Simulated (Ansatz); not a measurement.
Functionals compared on the (110) surface of fcc Cu in its 1x1 cell, outermost plane spacing 1.28 Å in the ideal cut, in Ansatz (plane waves, PAW). The structure was relaxed with PBE; the other rows are single points on it, each with its references at the same level. Cutoff 420 eV (500 eV for r2SCAN).

Slab: 9 atoms, 10.3 Å thick at the start (thin: gaps and levels are the slab's own); k 15x10x1, smearing 0.1 eV, dipole-corrected; all atoms relaxed; start symmetry kept, larger cells not searched; no spin, no spin-orbit, no U. These notes are the PBE run's.

```csv
functional,surface energy (J/m²),work function of the top face (eV),rough cost of the single point
PBE,1.55,4.35,–
LDA,2.05,4.71,roughly 2.1 core-minutes
PBEsol,1.89,4.46,about 2.1 core-minutes (a rough figure)
RPBE,___,___,very roughly 2.2 core-minutes
r2SCAN,1.80,4.34,about 4 core-minutes (a rough figure)
```

### Question
Some entries are withheld; supply them.

### Answer

- RPBE, surface energy (J/m²): 1.33
- RPBE, work function of the top face (eV): 4.18

Ansatz is a first-principles code.
